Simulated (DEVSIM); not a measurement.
Si n+/n-/n+ resistor

System: Si n+/n-/n+ resistor, at 300 K.

```
layer (left to right)  material  thickness (μm)  Nd (cm⁻³)  τn (s)  τp (s)
---------------------  --------  --------------  ---------  ------  ------
1                            Si           0.110     4.4e17  6.2e-6  6.2e-6
2                            Si            4.80     2.8e13  6.2e-6  6.2e-6
3                            Si           0.920     4.4e18  6.2e-6  6.2e-6
```

Left contact: ohmic. Right contact: ohmic. Voltage is applied to the left contact. Recombination: SRH at mid-gap, radiative. Gap narrowing is on: ΔEg = 6.92 meV × (l + √(l² + 0.5)), l = ln(N/1.3e17 cm⁻³), shared equally by both band edges. Mobility is μmin + (μ − μmin)/(1 + (N/Nref)^α).

Constants are typed, rounded textbook-type inputs, not results; the design itself was drawn at random and stands for no fabricated device. Values at 300 K.

```
parameter           Si
-------------  -------
gap (eV)         1.124
affinity (eV)     4.05
permittivity      11.7
Nc (cm⁻³)      2.86e19
Nv (cm⁻³)       3.1e19
μn (cm²/Vs)       1417
μp (cm²/Vs)        470
μn,min              52
μp,min              45
Nref,n          9.7e16
Nref,p          2.2e17
αn                0.68
αp                0.72
B (cm³/s)      4.7e-15
```

DEVSIM, 1D drift-diffusion, Boltzmann statistics, complete ionisation; no tunnelling, impact ionisation, image-force lowering or self-heating.

| Item | Result |
|---|---|
| Dark forward voltage at 100 A/cm² | 1.836 V |

Dark forward current:

(V (V), J (A/cm²)): (0.05, 1.4); (0.20, 5.7); (0.35, 11); (0.50, 16); (0.65, 23); (0.80, 30); (0.95, 38); (1.10, 47); (1.25, 56); (1.40, 66); (1.55, 77); (1.70, 89); (1.85, 100); (2.00, 110)
